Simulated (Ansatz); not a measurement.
GaN: energy against strain

GaN (zinc blende, F-43m, 11.055 Å³/atom at rest, cube axes along x, y and z) under a strain ε along a cube axis (axis z), the other axes held. LDA in Ansatz, a plane-wave DFT program (PAW, default set), 420 eV, 13×13×13 Γ-centred mesh, Fermi-Dirac smearing 0.05 eV; ions are relaxed within the symmetry of each cell.

Here s stands for strain and y for E less E0.

```csv
strain (%),E less E0 (meV/atom)
-3.00,?
-1.50,2.24
-1.00,0.98
-0.50,0.23
0.00,0.00
0.50,0.21
1.00,0.97
1.50,2.21
```

**Question.** Using a parabola, estimate the missing y at s = -3.00 from the other rows, showing the fit.

**Answer.** Least squares gives y = -0.020 - 0.0093·s + 0.9967·s². Residuals (row less fit): 0.003, -0.006, -0.004, 0.020, -0.015, 0.003, 0.001; standard error 0.013 (degrees of freedom: 4). Twice the quadratic coefficient over the volume, 2 × 0.9967 meV × 10⁴ × 0.1602 / 11.055 Å³, is the elastic constant C11 = 289 ± 1.7 GPa. At the withheld row, y = -0.020 - 0.0093 × (-3.0) + 0.9967 × (-3.0)² = 8.978 meV/atom. The calculation gives 9.12 meV/atom, 0.142 meV/atom above the prediction (1.6 % of the range of y in the table). The row lies outside the fitted rows, so this is an extrapolation. From the scatter of the fitted rows alone, a prediction at this place has a standard error of 0.050 meV/atom, so the miss is 2.8 times that.

One order more, fitted to all 13 runs of the series, follows each within 0.02, so the miss is the next term of a smooth law. GaN is here a metastable form; wurtzite is the usual one. Rows are the converged runs of the series near zero and its far end; series whose fitted rows scatter by over a few per cent of the range, as at a crossing or softening among them, aren't shown in this form. Most that stay on the fit to the last digits aren't either.
